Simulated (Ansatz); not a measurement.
## CoSi, pressure series

Consider CoSi (space group P2_13, No. 198; a = 4.383 Å; non-magnetic).

Cell and atoms are relaxed at each pressure.

Level of theory: Ansatz (a first-principles code), r2SCAN, PAW, cutoff 500 eV, no spin-orbit coupling.

```tsv
pressure (GPa)	volume per atom (Å³/atom)
-2	10.613
-1	10.568
0	10.526
1.8	?
4.2	10.354
9	10.175
18	9.881
30	9.549
60	8.911
```

**Question.** Fit the third-order Birch–Murnaghan form P(V) = (3B₀/2)[(V₀/V)^(7/3) − (V₀/V)^(5/3)]·[1 + (3/4)(B₀′ − 4)((V₀/V)^(2/3) − 1)] (squares taken in P) to the rows shown and predict the withheld row.

**Answer.** Least squares on the printed values gives V₀ = 10.525 Å³/atom, B₀ = 247 GPa, B₀′ = 4.5; this predicts 10.450 Å³/atom, and the run gives 10.450 Å³/atom, in agreement.

Load acts through the strain it causes; cell and atoms are relaxed under it. No phonon test of stability was made. Competing high-pressure phases were not computed. Starting moments died away, wholly or in part, for the base; another magnetic solution may exist. All final runs are without spin polarisation.
